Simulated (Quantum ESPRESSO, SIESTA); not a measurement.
A SIESTA input for a self-consistent single point of B6Pb (Pm-3m, 7 atoms in the cell) (DFT, GGA PBEsol, numerical atomic orbitals DZP, PseudoDojo PBEsol standard norm-conserving potentials (rewritten from UPF to PSML)):

```
# files in the folder: B.psml Pb.psml (PseudoDojo PBEsol standard)
SystemName  B6Pb
SystemLabel b6pb

NumberOfAtoms                7
NumberOfSpecies              2
%block ChemicalSpeciesLabel
  1 5 B
  2 82 Pb
%endblock ChemicalSpeciesLabel
LatticeConstant              1.0 Ang
%block LatticeVectors
     4.152572000    0.000000000    0.000000000
     0.000000000    4.152572000    0.000000000
     0.000000000    0.000000000    4.152572000
%endblock LatticeVectors
AtomicCoordinatesFormat      Ang
%block AtomicCoordinatesAndAtomicSpecies
     0.842972116    2.076286000    2.076286000  1
     3.309599884    2.076286000    2.076286000  1
     2.076286000    0.842972116    2.076286000  1
     2.076286000    3.309599884    2.076286000  1
     2.076286000    2.076286000    0.842972116  1
     2.076286000    2.076286000    3.309599884  1
     0.000000000    0.000000000    0.000000000  2
%endblock AtomicCoordinatesAndAtomicSpecies

XC.functional                GGA
XC.authors                   PBEsol
PAO.BasisSize                DZP
PAO.EnergyShift              0.005 Ry
MeshCutoff                   350 Ry
%block kgrid.MonkhorstPack
    4   0   0  0.0
    0   4   0  0.0
    0   0   4  0.0
%endblock kgrid.MonkhorstPack
OccupationFunction           FD
ElectronicTemperature        10 K

MaxSCFIterations             150
SCF.Mixer.Method             Pulay
SCF.Mixer.Weight             0.1
SCF.Mixer.History            6
SCF.DM.Tolerance             1.0E-04
Diag.ParallelOverK           true
WriteForces                  true
```

Question: Give the Quantum ESPRESSO input for the same structure, mesh, smearing and functional.

Answer: This is the input that was run; spellings and numerical settings could be chosen otherwise.

```fortran
&CONTROL
 calculation = 'scf',
 prefix = 'b6pb',
 outdir = './out',
 pseudo_dir = './',
 verbosity = 'high',
 tprnfor = .true.,
 tstress = .true.,
/
&SYSTEM
 ibrav = 0,
 nat = 7,
 ntyp = 2,
 ecutwfc = 65,
 ecutrho = 520,
 occupations = 'fixed',
 nbnd = 20,
 input_dft = 'pbesol',
/
&ELECTRONS
 conv_thr = 1.0d-9,
/
ATOMIC_SPECIES
B     10.8100  B_pbe_v1.01.uspp.F.UPF
Pb   207.2000  Pb.pbe-dn-kjpaw_psl.0.2.2.UPF
ATOMIC_POSITIONS {crystal}
B     0.203000000    0.500000000    0.500000000
B     0.797000000    0.500000000    0.500000000
B     0.500000000    0.203000000    0.500000000
B     0.500000000    0.797000000    0.500000000
B     0.500000000    0.500000000    0.203000000
B     0.500000000    0.500000000    0.797000000
Pb    0.000000000    0.000000000    0.000000000
K_POINTS {automatic}
4 4 4  0 0 0
CELL_PARAMETERS {bohr}
   7.847223793     0.000000000     0.000000000
   0.000000000     7.847223793     0.000000000
   0.000000000     0.000000000     7.847223793
```

Basis, cutoffs, solver keys and any potentials are the target program's own. This input uses DFT, PBEsol, plane waves, SSSP 1.1.2 precision (PBE) pseudopotentials.

The starting cell comes from a database of computed structures (which also holds hypothetical and non-ambient phases and stackings), without a prior relaxation at this level. Its lattice was rescaled by a random factor within 2.5 % of one.
